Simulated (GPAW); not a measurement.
# Variants of one calculation on Na (Im-3m, 1 atom in the cell)

```
Na
1.0
   -2.06973     2.06973     2.06973
    2.06973    -2.06973     2.06973
    2.06973     2.06973    -2.06973
Na
1
Direct
  0.00000   0.00000   0.00000
```

Base run A: PBE, GPAW PAW datasets PBE (gpaw-data 1.0.1) run with GPAW, self-consistent single point.

Its settings: mode = pw; ecut = 800 eV; xc = PBE; kpts = 11 11 11; mesh shift (steps) = 0.5 0.5 0.5; occupations.name = fermi-dirac; occupations.width = 0.136 eV; nbands = -9; symmetry.symmorphic = false; symmetry.tolerance = 0.0005; maxiter = 120.

The starting cell comes from a database of computed structures (which also holds hypothetical and non-ambient phases and stackings), without a prior relaxation at this level. Its lattice was rescaled by a random factor within 2.5 % of one.

ΔF is the free energy per atom less that of run A. A dash stands where there is no value to compare (another energy zero or no entropy term, no result, no spin, no clean gap, or a mesh too coarse for one). Absolute energies have different zeros for different potentials, functionals, Hubbard and dispersion terms and are not compared across them.

```tsv
run	change	ΔF (meV/atom)	pressure (GPa)	k-points
A	base	0.00	0.40	56
B	occupations.width: 0.136 eV → 0.1 eV	6.2	0.38	56
C	occupations.width: 0.136 eV → 0.3 eV	-54.3	0.53	56
D	kpts: 11 11 11 → 8 8 8; kpts_shift: 0.5 0.5 0.5 → 0 0 0	5.2	0.42	29
E	xc: PBE → vdW-DF2 (libvdwxc) [vdW-DF2]	–	0.05	56
F	dispersion: default → d3 [PBE-D3(0)]	–	0.20	56
G	lattice scaled by 0.985; ecut: 800 eV → 480 eV	6.9	–	56
H	kpts: 11 11 11 → 12 12 12	-0.10	0.40	68
I	eigensolver: default → rmm-diis	0.00	0.40	56
J	dedecut: default → estimate	0.00	0.40	56
K	mixer.beta: default → 0.05; mixer.weight: default → 10	0.00	0.40	56
```

Run E against A: The pressure goes from 0.40 to 0.05 GPa.

Run K against A: The free energy hardly moves (within 1 meV/atom) and the pressure stays at 0.40 GPa.
